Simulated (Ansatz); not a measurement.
## Short convergence ladders for a (100) slab of MgB2 (cut from a parent of space group no. 191; 9 atoms in the cell)

```xyz
9
Lattice="3.1054 0.0000 0.0000 0.0000 3.5376 0.0000 0.0000 0.0000 21.1718" Properties=species:S:1:pos:R:3 pbc="T T T"
Mg     0.7764     0.0000     7.8965
B      2.3291     1.7688     7.0000
B      2.3291     1.7688     8.7930
Mg     2.3291     0.0000    10.5859
B      0.7764     1.7688     9.6894
B      0.7764     1.7688    11.4824
Mg     0.7764     0.0000    13.2753
B      2.3291     1.7688    12.3788
B      2.3291     1.7688    14.1718
```

Base method: PBEsol, default PAW files made with PBE (plane waves; Ansatz, a quantum-chemistry and plane-wave program).

Base settings: basis.ecutwfc = 420 eV; kpoints.mp_grid.grid = 10 9 1; hamiltonian.xc = pbesol; hamiltonian.pseudopotentials = {kind: paw} (the program's default PAW files); scf.occupations.method = fermi_dirac; scf.occupations.width = 0.1 eV.

The count of work is k-points × plane waves × bands × iterations; it is no time. Core times come from one kind of shared machine, to one figure; runs under 30 s give none.

**The vacuum**

The mesh stays at the base's, so the ladder's end is converged at best in this setting alone.

Only quantities that move along the ladder and can be compared are tabulated.

```tsv
vacuum between outermost atoms (Å)	free energy less the last step's (meV/atom)	largest difference of a force vector from the last step's (eV/Å)	count of work / last
3.0	-41.91	0.976	0.23
4.0	1.80	0.188	0.30
5.0	1.71	0.049	0.33
6.0	0.49	0.014	0.35
7.0	0.12	0.003	0.38
8.0	0.02	0.001	0.41
10.0	-0.01	0.000	0.46
12.0	0.00	0.000	0.51
14.0	-0.01	0.000	0.57
17.0	-0.01	0.000	0.65
20.0	0.00	0.000	0.73
25.0	-0.02	0.000	0.86
30.0	0.00	0.000	1.0
```

Smallest vacuum between outermost atoms (Å) that holds the forces within 0.005 eV/Å of the last step, with all finer ones: 7.0, at 0.38 of the last step's count of work; the step before is off by 0.014 eV/Å.

Smallest vacuum between outermost atoms (Å) that holds the free energy within 1 meV/atom of the last step, with all finer ones: 6.0, at 0.35 of the last step's count of work; the step before is off by 1.7 meV/atom.

**The plane-wave cutoff**

The mesh stays at the base's, so the ladder's end is converged at best in this setting alone.

Only quantities that move along the ladder and can be compared are tabulated.

| basis.ecutwfc | free energy less the last step's (meV/atom) | largest difference of a force vector from the last step's (eV/Å) | count of work / last |
|---|---|---|---|
| 210 eV | 621.19 | 0.243 | 0.13 |
| 250 eV | 165.29 | 0.032 | 0.16 |
| 295 eV | 44.87 | 0.007 | 0.21 |
| 355 eV | 8.15 | 0.010 | 0.27 |
| 420 eV | 1.01 | 0.002 | 0.35 |
| 505 eV | 0.24 | 0.000 | 0.47 |
| 630 eV | 0.13 | 0.000 | 0.65 |
| 840 eV | 0.00 | 0.000 | 1.0 |

Coarsest basis.ecutwfc that holds the forces within 0.02 eV/Å of the last step, with all finer ones: 295 eV, at 0.21 of the last step's count of work; the step before is off by 0.032 eV/Å.

Coarsest basis.ecutwfc that holds the free energy within 0.5 meV/atom of the last step, with all finer ones: 505 eV; the step before is off by 1.0 meV/atom.

**The depth of the slab**

On a (100) slab of MgB2 (cut from a parent of space group no. 191; 3 atoms in the cell), and deeper slabs.

Surface energy = (E_slab − N e_bulk)/2A, with e_bulk from the bulk crystal on its finest mesh (610 k-points); errors per atom of slab and bulk, whose meshes differ, grow with N. The bulk cell stands at -5.6 GPa at this level, so the slab is strained in the plane.

The mesh stays at the base's, so the ladder's end is converged at best in this setting alone.

Only quantities that move along the ladder and can be compared are tabulated.

```csv
atoms,unrelaxed surface energy (J/m²),count of work / last,core time / last (rough)
3,4.122,0.028,–
6,4.646,0.059,–
9,4.690,0.12,–
12,4.703,0.20,–
15,4.717,0.28,0.3
18,4.724,0.38,–
21,4.722,0.48,0.5
27,4.724,0.72,0.6
33,4.727,1.0,1
```

Smallest size that holds the unrelaxed surface energy within 0.1 J/m² of the last step, with all finer ones: 6, at 0.059 of the last step's count of work; the step before is off by 0.61 J/m².

On the base run: the starting cell has typed, rounded lattice constants, without a prior relaxation at this level. The slab is cut from that crystal, and its faces are unrelaxed. Its lattice was rescaled by up to half a per cent. Spin polarisation is off, though cut faces can carry moments; the slab shows no gap. In the base run, forces exceed 1 eV/Å.

Keys are those of Ansatz 0.2.
